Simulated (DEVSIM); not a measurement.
# Si p+/n-/n+ power diode

Structure: Si p+/n-/n+ power diode, at 300 K.

| layer (left to right) | material | thickness (μm) | Nd (cm⁻³) | Na (cm⁻³) | τn (s) | τp (s) |
|---|---|---|---|---|---|---|
| 1 | Si | 3.30 | - | 1.7e18 | 0.00036 | 0.00036 |
| 2 | Si | 17.0 | 4.1e14 | - | 0.00036 | 0.00036 |
| 3 | Si | 7.20 | 1e19 | - | 0.00036 | 0.00036 |

Left contact: ohmic. Right contact: ohmic. Voltage is applied to the left contact. Recombination: SRH at mid-gap, Auger. Mobility is constant in doping.

Constants are typed, rounded textbook-type inputs, not results; the design itself was drawn at random and stands for no fabricated device. Values at 300 K.

```
parameter           Si
-------------  -------
gap (eV)         1.124
affinity (eV)     4.05
permittivity      11.7
Nc (cm⁻³)      2.86e19
Nv (cm⁻³)       3.1e19
μn (cm²/Vs)       1417
μp (cm²/Vs)        470
Cn (cm⁶/s)     2.8e-31
Cp (cm⁶/s)     9.9e-32
```

Simulated with DEVSIM: 1D drift-diffusion, Boltzmann statistics, complete ionisation; no tunnelling, impact ionisation, image-force lowering or self-heating.

```
Property                                        Result
---------------------------------------------  -------
Potential step across the device at zero bias  1.022 V
Dark forward voltage at 1 A/cm²                0.709 V
Dark forward voltage at 100 A/cm²              0.835 V
```

Dark reverse current:

```csv
V (V),J (A/cm²)
-1.00,-2.8e-10
-2.50,-5.1e-10
-5.00,-7.8e-10
-7.50,-9.9e-10
-10.00,-1.2e-9
-15.00,-1.5e-9
-20.00,-1.7e-9
-25.00,-1.9e-9
-32.50,-2.2e-9
-40.00,-2.5e-9
-50.00,-2.8e-9
```

Dark forward current:

(V (V), J (A/cm²)): (0.05, 7.7e-11); (0.10, 3.2e-10); (0.20, 5.5e-9); (0.25, 3.0e-8); (0.35, 1.2e-6); (0.40, 7.8e-6); (0.45, 5.3e-5); (0.55, 0.0023); (0.60, 0.016); (0.65, 0.10); (0.75, 4.7); (0.80, 30); (0.90, 820); (0.95, 3200)
